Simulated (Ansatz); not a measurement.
Hypothetical Pm-3n Ge: response to strain

Take Ge (space group Pm-3n, No. 223; a = 5.323 Å; a hypothetical phase, not in the database extracts checked) as the base. Axes: x, y, z lie along the cube axes.

Strains are applied to the cell and any free atomic positions relax; under biaxial strain the out-of-plane vector relaxes too.

Computed with PBEsol (Ansatz, a first-principles code, PAW, no spin-orbit coupling).

Notes on the quantities. pressure: mean of the normal stresses, compression positive; energy relative to the base: free energy F.

```csv
variant,pressure,shortest interatomic distance,space group,energy relative to the base
base,0.0 GPa,2.661 Å,Pm-3n (No. 223),0 meV/atom
"biaxial strain −0.16 %, plane normal [001], relaxed out of plane",0.0 GPa,2.656 Å,P4_2/mmc (No. 131),0.0 meV/atom
"biaxial strain +2.47 %, plane normal [001], relaxed out of plane",-1.8 GPa,2.609 Å,P4_2/mmc (No. 131),+7.5 meV/atom
isotropic strain +1.49 %,-2.9 GPa,2.701 Å,Pm-3n (No. 223),+8.0 meV/atom
tensor shear ε_yz = +1.27 %,0.1 GPa,2.661 Å,Cccm (No. 66),-1.0 meV/atom
```

Without a gap, meshes like the base's 9×9×9 leave anisotropic stresses uncertain by several tenths of a GPa, and small strain energies with them. No phonon test of stability was made. Under tensor shear ε_yz = +1.27 % the cell ends below the base's energy or with stress of the wrong sign: the atoms slid into a distortion or the cell is elastically unstable, so the base is not a stable minimum at this level.
